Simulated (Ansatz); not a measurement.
Base system: Ti in the hcp (Mg type) structure (space group P6_3/mmc, No. 194; relaxed with 0.1 eV smearing).

```xyz
2
Lattice="2.9016 0.0000 0.0000 -1.4508 2.5129 0.0000 0.0000 0.0000 4.5930" Properties=species:S:1:pos:R:3 pbc="T T T"
Ti     1.4508     0.8376     3.4447
Ti     0.0000     1.6753     1.1482
```

Cartesian axes are those of the cell as printed.

The values are results of PBEsol (Ansatz, a program for electronic structure; PAW; 420 eV plane waves; scalar-relativistic without spin-orbit coupling), not measurements.

The change: the cell is stretched by 3.00 % along x with no lateral relaxation, atoms relaxed at fixed cell.

### Question
Predict the stress tensor and what it implies for the stiffness.

### Answer
Stress of the strained cell less that of the base (GPa, compression positive):
```
   -4.5     0.0     0.0
    0.0    -2.9     0.0
    0.0     0.0    -2.5
```

Then −Δσ_ii/ε with ε = 0.0300 gives secant stiffness values (nonlinear terms included at this strain): C11 ≈ 152 GPa, C12 ≈ 96 GPa and C13 ≈ 83 GPa.

As a check, the harmonic strain energy −½ V₀ Δσ:ε is 7.1 meV/atom; the computed energy rise is 7.4 meV/atom.

No phonon test of stability was made. All final runs are without spin polarisation.
